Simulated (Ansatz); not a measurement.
A relaxation of the atoms of Sb2Os (Pm, 6 atoms in the cell) with Ansatz (a program for electronic structure).

Computed with LDA (PW92), default PAW files made with PBE (plane waves; Ansatz).

The change in words: one atom moved by 0.15 angstrom; relax: default → atoms; relax.f_tol: default → 0.2 eV/Å. Reference geometry:
```
CELL_PARAMETERS angstrom
      5.94749     0.00000     0.00000
      0.00000     6.70333     0.00000
      0.00000     0.00000     3.23339
ATOMIC_POSITIONS crystal
  Sb 0.31814 0.85850 0.50000
  Sb 0.68186 0.14150 0.50000
  Sb 0.81814 0.64150 0.00000
  Sb 0.18186 0.35850 0.00000
  Os 0.50000 0.50000 0.50000
  Os 0.00000 0.00000 0.00000
```

Reference input (self-consistent single point, DFT, LDA (PW92), plane waves, default PAW files made with PBE): basis.ecutwfc = 30.9 Ry; kpoints.mp_grid.grid = 3 3 7; hamiltonian.xc = lda; hamiltonian.pseudopotentials = {kind: paw} (the program's default PAW files); scf.occupations.method = fermi_dirac; scf.occupations.width = 0.0037 Ry. This run's input differs from it in these lines:

```diff
@@ -7,3 +7,3 @@
   atoms:
-    - { symbol: Sb, position: [0.318140, 0.858500, 0.500000] }
+    - { symbol: Sb, position: [0.343361, 0.858500, 0.500000] }
     - { symbol: Sb, position: [0.681860, 0.141500, 0.500000] }
@@ -22,2 +22,4 @@
   occupations: { method: fermi_dirac, width: 0.0037 Ry }
+relax:
+  f_tol: 0.2
 output:
```

Log, with long lists cut:

```
   [... SCF lines of the steps left out ...]
relax step   1: F+E_penalty+E_count = -47580.19691931 eV  Δ(F+E_penalty+E_count) = +0.000e0 eV  max|allowed force component| = 1.857e0 eV/Å  Δτ_max = 0.0000 Å  (6 SCF iters, dr2 threshold 1.00e-4 eV, accepted)
relax step   2: F+E_penalty+E_count = -47580.26073592 eV  Δ(F+E_penalty+E_count) = -6.382e-2 eV  max|allowed force component| = 1.283e0 eV/Å  Δτ_max = 0.1949 Å  (6 SCF iters, dr2 threshold 1.00e-4 eV, accepted)
relax step   3: F+E_penalty+E_count = -47580.34206623 eV  Δ(F+E_penalty+E_count) = -8.133e-2 eV  max|allowed force component| = 2.999e-2 eV/Å  Δτ_max = 0.0668 Å  (6 SCF iters, dr2 threshold 1.00e-4 eV, accepted)
relax step   4: F+E_penalty+E_count = -47580.34206624 eV  Δ(F+E_penalty+E_count) = -8.695e-9 eV  max|allowed force component| = 2.997e-2 eV/Å  Δτ_max = 0.0000 Å  (6 SCF iters, accepted)
the relaxation is at rest under the 2 symmetry operations that the run kept from its start: a minimum is not shown …
Stability not checked: this state was not tested for a lower state beside it, because too few of the mixer's solves of this state at the end of the SCF gave a …
Free energy (F): -47580.342066 eV
Internal energy: -47580.341334 eV  (E = F + TS)
E sigma→0 (E₀):  -47580.341700 eV
Entropy (-TS):   -0.000732 eV (-0.122 meV/atom)
Fermi energy:    14.626375 eV
--- Forces (eV/Å), atoms counted from 1 ---
  atom   1  Sb    -0.00726948    -0.01359389     0.00000000
   [... lines left out ...]
    - { symbol: Sb, position: [0.8222046202178945, 0.6418150851195857, -8.300533187225615e-19] }
    - { symbol: Sb, position: [0.18669074087853776, 0.3578467801935894, -9.865060653061729e-19] }
    - { symbol: Os, position: [0.504289474669017, 0.5001840415807199, 0.5000000000000001] }
    - { symbol: Os, position: [0.004011293914359983, -1.0270138197393243e-5, -8.191633283049745e-19] }
```

The run converged.  The full log also holds: “iter 5 did not close the SCF: its close was put off for the readings that it lacked (scf_convergence_deferred on its scf_iter line)”. The full log also holds: “iter 5 did not close the SCF: its close was put off for the readings that it lacked (scf_convergence_deferred on its scf_iter line)”.

Summary of the result:
```
Property                                                 Result
-----------------------------------------------  --------------
Free energy E − TS (on the zero of these files)  -47580.3421 eV
Gap on the k-point mesh                                 0.48 eV
Pressure                                              -3.72 GPa
Largest force (vector length)                        0.032 eV/Å
Relaxation steps                                              4
```

The starting cell comes from a database of computed structures (which also holds hypothetical and non-ambient phases and stackings), without a prior relaxation at this level. Its lattice was rescaled by up to half a per cent. For this run, on top of that: one atom moved by 0.15 angstrom. Spin-orbit coupling is off. Ansatz's pressure includes its estimate of the finite-basis (Pulay) stress.

Cost on one core of a shared machine: roughly 50 s.

Keys are those of Ansatz 0.2.
